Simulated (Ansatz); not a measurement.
## Effect of biaxial strain +1.50 %, plane normal [001], relaxed out of plane on Mg

Take Mg in the hcp (Mg type) structure (space group P6_3/mmc, No. 194; a = 3.195 Å, c = 5.197 Å; relaxed with 0.1 eV smearing) as the base. Axes: x lies along a and z along c of the hexagonal cell.

It is then changed as follows: biaxial strain +1.50 %, plane normal [001], relaxed out of plane (Cartesian); in-plane vectors clamped, the third vector and the atoms free.

All numbers come from DFT with PBE, PAW potentials and a 420 eV plane-wave cutoff in Ansatz (a first-principles code), no spin-orbit coupling. Γ-centred 21×21×11 mesh, Fermi–Dirac width 0.1 eV.

```tsv
quantity	base	changed	shift
volume per atom	22.97 Å³	23.44 Å³	+0.47 Å³
space group	P6_3/mmc (No. 194)	P6_3/mmc (No. 194)	–
band gap	zero	zero	–
out-of-plane strain	–	-0.95 %	–
mean in-plane stress (compression positive)	–	-1.0 GPa	–
```

Final structure (turned so that z lies along the plane normal):

```yaml
crystal:
  lattice:
    - [3.24314, 0.00000, 0.00000]
    - [1.62157, 2.80865, 0.00000]
    - [0.00000, 0.00000, 5.14701]
  atoms:
    - { symbol: Mg, position: [0.66667, 0.66667, 0.75000] }
    - { symbol: Mg, position: [0.33333, 0.33333, 0.25000] }
```

Cost of the whole job for the changed cell (relaxation, final SCF and bands): about 19 core-seconds (a rough figure).

No phonon test of stability was made.
